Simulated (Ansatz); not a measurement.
Start from V in the bcc (W type) structure (space group Im-3m, No. 229; a = 2.9590 Å).

The other end (x = 1) is Sc in the bcc (W type) structure (space group Im-3m, No. 229; a hypothetical phase, not in the database extracts checked): 23.87 Å³/atom, gap zero; this end may not be an ambient phase.

Computed with PBEsol (Ansatz, a quantum-chemistry and plane-wave program, PAW, spin-orbit coupling left out), earlier PAW set.

Sc replaces a fraction x of V; each row is one arrangement (x, atoms in the cell, starting space group or random), fully relaxed.

One change was made to it. Results:

```tsv
quantity	base	after
mixing energy (to 0.01 eV only: unlike meshes or grids) (against an end that may be hypothetical)	–	+0.31 eV/atom
shortest interatomic distance	2.563 Å	2.807 Å
deviation of the volume from the linear (Vegard-type) interpolation	–	-7.5 %
```

Question: Which change produced these results?
(A) x(Sc) = 0.667, 3 atoms, I4/mmm
(B) x(Sc) = 0.25, 4 atoms, P4/mmm
(C) x(Sc) = 0.5, 4 atoms, Fd-3m

Answer: C, x(Sc) = 0.5, 4 atoms, Fd-3m. For comparison, the shortest interatomic distance in the other runs: x(Sc) = 0.25, 4 atoms, P4/mmm gives 2.681 Å; x(Sc) = 0.667, 3 atoms, I4/mmm gives 2.841 Å.

The magnetic state is the one reached from the starting moments; the real material's order can differ, and small cells can't hold many antiferromagnetic ones. These are small ordered cells, not random alloys; other orderings at the same x differ. No phonon test of stability was made. Seeded moments were not kept for x(Sc) = 0.5, 4 atoms, Fd-3m, the base and x(Sc) = 0.25, 4 atoms, P4/mmm. Spin-polarised in the final run: Sc2V; the other runs are not. Sc has a high density of states at the Fermi level and may be magnetic at this level.
